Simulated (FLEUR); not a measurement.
A user runs FLEUR on KAuCl3 (Pm-3m, 5 atoms in the cell) and asks whether the run is sound. The aim is a self-consistent single point with DFT, LDA (Vosko-Wilk-Nusair), all-electron FLAPW (FLEUR), scalar-relativistic valence.

Input as run:

```xml
# input of inpgen
scf KAuCl3
&input film=f /
5.2648870000 0.0000000000 0.0000000000
0.0000000000 5.2648870000 0.0000000000
0.0000000000 0.0000000000 5.2648870000
1.8897261246
1.0 1.0 1.0

5
19 0.5000000000 0.5000000000 0.5000000000
79 0.0000000000 0.0000000000 0.0000000000
17 0.5000000000 0.0000000000 0.0000000000
17 0.0000000000 0.5000000000 0.0000000000
17 0.0000000000 0.0000000000 0.5000000000

&comp jspins=1 /
&exco xctyp='vwn' /
&kpt div1=3 div2=3 div3=3 /
&end /
# inp.xml
<?xml version="1.0" encoding="UTF-8" standalone="no"?>
<fleurInput fleurInputVersion="0.39">
   <comment>
      scf KAuCl3                                                                                          
   </comment>
   <calculationSetup>
      <cutoffs Kmax="4.4" Gmax="17.6" GmaxXC="17.6" numbands="0"/>
      <scfLoop itmax="80" minDistance="0.00001" maxIterBroyd="15" imix="Anderson" alpha="0.05" precondParam="0.0" spinf="2.0"/>
      <coreElectrons ctail="T" frcor="F" kcrel="0" coretail_lmax="0"/>
      <xcFunctional name="vwn" relativisticCorrections="F"/>
      <magnetism jspins="1"/>
      <soc l_soc="F" theta="0.0" phi="0.0" spav="F"/>
      <expertModes spex="0" secvar="F"/>
      <geometryOptimization l_f="T" forcealpha="1.0" forcemix="BFGS" epsdisp="0.00001" epsforce="0.00001"/>
      <ldaU l_linMix="F" mixParam="0.05" spinf="1.0"/>
   </calculationSetup>
   <cell>
      <bzIntegration valenceElectrons="47.0" mode="gauss" fermiSmearingEnergy="0.00183747">
         <kPointListSelection listName="default-1"/>
         <!-- k-points included here -->
         <xi:include xmlns:xi="http://www.w3.org/2001/XInclude" href="kpts.xml"> </xi:include>
      </bzIntegration>
      <!-- symmetry operations included here -->
      <xi:include xmlns:xi="http://www.w3.org/2001/XInclude" href="sym.xml"> </xi:include>
      <bulkLattice scale="1.0">
         <bravaisMatrix>
            <row-1>    9.9491945069669185     0.0000000000000000     0.0000000000000000</row-1>
            <row-2>    0.0000000000000000     9.9491945069669185     0.0000000000000000</row-2>
            <row-3>    0.0000000000000000     0.0000000000000000     9.9491945069669185</row-3>
         </bravaisMatrix>
      </bulkLattice>
   </cell>
   <atomSpecies>
      <species name="Potassium (K)" element="K" atomicNumber="19">
         <mtSphere radius="2.68" gridPoints="925" logIncrement="0.013"/>
         <atomicCutoffs lmax="10" lnonsphr="8"/>
         <electronConfig flipSpins="F">
            <coreConfig>(1s1/2) (2s1/2) (2p1/2) (2p3/2)</coreConfig>
            <valenceConfig>(3s1/2) (3p1/2) (3p3/2) (4s1/2)</valenceConfig>
            <stateOccupation state="(4s1/2)" spinUp="0.5" spinDown="0.5"/>
         </electronConfig>
         <energyParameters s="4" p="5" d="3" f="4"/>
         <lo type="SCLO" l="0" n="3" eDeriv="0"/>
         <lo type="SCLO" l="1" n="3" eDeriv="0"/>
      </species>
      <species name="Gold (Au)" element="Au" atomicNumber="79">
         <mtSphere radius="2.68" gridPoints="925" logIncrement="0.015"/>
         <atomicCutoffs lmax="10" lnonsphr="8"/>
         <electronConfig flipSpins="F">
            <coreConfig>(1s1/2) (2s1/2) (2p1/2) (2p3/2) (3s1/2) (3p1/2) (3p3/2) (4s1/2) (3d3/2) (3d5/2) (4p1/2) (4p3/2) (5s1/2) (4d3/2) (4d5/2) (4f5/2) (4f7/2)</coreConfig>
            <valenceConfig>(5p1/2) (5p3/2) (6s1/2) (5d3/2) (5d5/2)</valenceConfig>
            <stateOccupation state="(6s1/2)" spinUp="0.5" spinDown="0.5"/>
         </electronConfig>
         <energyParameters s="6" p="7" d="5" f="5"/>
         <lo type="SCLO" l="1" n="5" eDeriv="0"/>
      </species>
      <species name="Chlorine (Cl)" element="Cl" atomicNumber="17">
         <mtSphere radius="1.83" gridPoints="631" logIncrement="0.018"/>
         <atomicCutoffs lmax="8" lnonsphr="6"/>
         <electronConfig flipSpins="F">
            <coreConfig>(1s1/2) (2s1/2) (2p1/2) (2p3/2)</coreConfig>
            <valenceConfig>(3s1/2) (3p1/2) (3p3/2)</valenceConfig>
            <stateOccupation state="(3p1/2)" spinUp="0.8333333333333" spinDown="0.8333333333333"/>
            <stateOccupation state="(3p3/2)" spinUp="1.6666666666667" spinDown="1.6666666666667"/>
         </electronConfig>
         <energyParameters s="3" p="4" d="3" f="4"/>
      </species>
   </atomSpecies>
   <atomGroups>
      <atomGroup species="Potassium (K)">
         <relPos label="                   1">1.000/2.000 1.000/2.000 1.000/2.000</relPos>
         <force calculate="T" relaxXYZ="TTT"/>
      </atomGroup>
      <atomGroup species="Gold (Au)">
         <relPos label="                   2">.0000000000 .0000000000 .0000000000</relPos>
         <force calculate="T" relaxXYZ="TTT"/>
      </atomGroup>
      <atomGroup species="Chlorine (Cl)">
         <relPos label="                   3">1.000/2.000 .0000000000 .0000000000</relPos>
         <relPos label="                   4">.0000000000 1.000/2.000 .0000000000</relPos>
         <relPos label="                   5">.0000000000 .0000000000 1.000/2.000</relPos>
         <force calculate="T" relaxXYZ="TTT"/>
      </atomGroup>
   </atomGroups>
   <output dos="F" band="F" slice="F">
      <checks vchk="F" cdinf="F"/>
      <bandDOS minEnergy="-.5*Htr" maxEnergy="0.5*Htr" sigma="0.015" storeEVData="T"/>
      <vacuumDOS vacdos="F" integ="F" star="F" nstars="0" locx1="0.0" locy1="0.0" locx2="0.0" locy2="0.0" nstm="0" tworkf="0.0"/>
      <unfoldingBand unfoldBand="F" supercellX="1" supercellY="1" supercellZ="1"/>
      <plotting iplot="0" polar="F">
         <plot TwoD="T" vec1="  1.0  0.0  0.0" vec2="  0.0  1.0  0.0" vec3="  0.0  0.0  1.0" zero="  0.0  0.0  0.0" file="plot"/>
      </plotting>
      <chargeDensitySlicing numkpt="0" minEigenval="0.0" maxEigenval="0.0" nnne="0" pallst="F"/>
      <specialOutput eonly="F"/>
      <magneticCircularDichroism mcd="F" energyLo="-10.0" energyUp="0.0"/>
   </output>
  <!-- We include the file relax.xml here to enable relaxations (see documentation) -->
  <xi:include xmlns:xi="http://www.w3.org/2001/XInclude" href="relax.xml"> <xi:fallback/> </xi:include>
</fleurInput>
```

Log, with long lists cut:

```
      Welcome to FLEUR        (www.flapw.de)
      MaX-Release 8.1          (www.max-centre.eu)

 ========== k-point set info ==========
 Selected k-point list: default-1
 k-point list type: mesh
 3 x 3 x 3
 Number of k points: 4

 ------------Calculation Setup---------------------------
           1           2           4
 Number of basis functions:         1456
 Iteration:     1   Distance:       9.68359826 me/bohr^3
 Iteration:     2   Distance:       8.27509846 me/bohr^3
 Iteration:     3   Distance:       4.05655301 me/bohr^3
 Iteration:     4   Distance:       2.73071425 me/bohr^3
 Iteration:     5   Distance:       1.16022271 me/bohr^3
   [... 9 lines left out ...]
 Iteration:    15   Distance:       0.00003815 me/bohr^3
 Iteration:    16   Distance:       0.00003342 me/bohr^3
 Iteration:    17   Distance:       0.00001580 me/bohr^3
 Iteration:    18   Distance:       0.00000713 me/bohr^3
 Run finished successfully
 Stop message:
   Structural relaxation: Done

[file out, last iteration]
             iter=     19
[...]
          total density-effective poten   -3.6705097797E+04
          total charge density-energy d   -4.6725141591E+02
 Updated energy parameters for spin:           1
[...]
 fermi energy and band-weighting factors:

[...]
FERMIE:
          first approx. to ef    (T=0)  :   0.129544 htr   (energy of the highest occ. eigenvalue)
          number of occ. states  (T=0)  :         95
          first approx. to seigv (T=0)  : -17.271326 htr
          sum of weights of occ. states :  23.555556
          sum of semicore charge        :   0.000000 e
          fermi energy=   0.13024 har   work function=  -3.54395 ev
   [... lines left out ...]
          total moment                 =     0.00000
 Direct bandgap for spin            1 :    6.0615827804970643E-002  Htr
 ---->    free energy=                    -21018.7961911050 htr
   [... lines left out ...]
                       FX_TOT= 0.000000 FY_TOT= 0.000000 FZ_TOT= 0.000000
 TOTAL FORCE FOR ATOM TYPE=  2  X=  0.000   Y=  0.000   Z=  0.000
                       FX_TOT= 0.000000 FY_TOT= 0.000000 FZ_TOT= 0.000000
 TOTAL FORCE FOR ATOM TYPE=  3  X=  4.975   Y=  0.000   Z=  0.000
                       FX_TOT= 0.000000 FY_TOT= 0.000000 FZ_TOT= 0.000000
 Structural relaxation: Done
```

FLEUR gives forces in its relaxation mode, with a further iteration, so its stop message speaks of a relaxation.

Task: Is anything amiss in this input, and did it matter?

Result: The run is not sound. The fault is an energy parameter on the wrong branch. The radial functions are then built about the energy of another principal quantum number. To fix it, restore the quantum number of the valence shell. The run converged in 18 iterations without an error; against the sound input the total energy rises by 75.0 meV/atom.

An input that runs soundly differs in these lines (not the only fix; some lines may just follow from the change or write a value another way):
```diff
-         <energyParameters s="4" p="5" d="3" f="4"/>
+         <energyParameters s="4" p="4" d="3" f="4"/>
-         <energyParameters s="6" p="7" d="5" f="5"/>
+         <energyParameters s="6" p="6" d="5" f="5"/>
-         <energyParameters s="3" p="4" d="3" f="4"/>
+         <energyParameters s="3" p="3" d="3" f="4"/>
```

With that input, the run converged in 18 iterations: total energy -571950.9564 eV; Fermi level (on the code's own zero) 2.54 eV (DFT, LDA (Vosko-Wilk-Nusair), all-electron FLAPW (FLEUR), scalar-relativistic valence).

On the sound input: the starting cell comes from a database of computed structures (which also holds hypothetical and non-ambient phases and stackings), without a prior relaxation at this level. Its lattice was rescaled by a random factor within 2.5 % of one. Spin-orbit coupling is off. Values depend on the basis (sphere radii, cutoffs, local orbitals), which need not be converged. The log's line on a gap gives a spacing of levels on this mesh, which the program prints for metals too.

These are the values that this program gave, and no reference: the default basis lacks the next d shell.
